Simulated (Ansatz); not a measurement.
## Al: response to strain

Base system: Al in the fcc (Cu type) structure (space group Fm-3m, No. 225; a = 3.994 Å; relaxed with 0.1 eV smearing). Axes: x, y, z lie along the cube axes.

Strains are applied to the cell and any free atomic positions relax; under biaxial strain the out-of-plane vector relaxes too; under stress the whole cell relaxes.

Method: Ansatz (a program for electronic structure), r2SCAN, PAW, cutoff 500 eV, spin-orbit coupling left out.

Notes on the quantities. energy relative to the base: free energy F; pressure: mean of the normal stresses, compression positive.

```csv
change,energy relative to the base,space group,pressure,volume per atom
base,0 meV/atom,Fm-3m (No. 225),0.0 GPa,15.92 Å³
"biaxial strain −1.92 %, plane normal [001], relaxed out of plane",+5.3 meV/atom,I4/mmm (No. 139),2.0 GPa,15.62 Å³
"biaxial strain −0.47 %, plane normal [001], relaxed out of plane",+0.3 meV/atom,I4/mmm (No. 139),0.4 GPa,15.86 Å³
"biaxial strain −0.27 %, plane normal [001], relaxed out of plane",+0.1 meV/atom,I4/mmm (No. 139),0.2 GPa,15.89 Å³
"biaxial strain +2.29 %, plane normal [111], relaxed out of plane",+7.3 meV/atom,R-3m (No. 166),-2.1 GPa,16.35 Å³
isotropic strain −1.57 %,?,Fm-3m (No. 225),?,15.19 Å³
isotropic strain −1.09 %,+5.1 meV/atom,Fm-3m (No. 225),3.3 GPa,15.41 Å³
uniaxial strain ε_xx = +1.24 %,+1.0 meV/atom,I4/mmm (No. 139),-1.1 GPa,16.12 Å³
tensor shear ε_xy = +2.96 %,+8.1 meV/atom,Immm (No. 71),0.4 GPa,15.91 Å³
"uniaxial stress, 2 GPa compression along x",+1.9 meV/atom,I4/mmm (No. 139),–,15.82 Å³
```

Task: Complete the table.

Result: 
- isotropic strain −1.57 %, energy relative to the base: +11 meV/atom
- isotropic strain −1.57 %, pressure: 4.9 GPa

Stability under load was not tested beyond the relaxation.
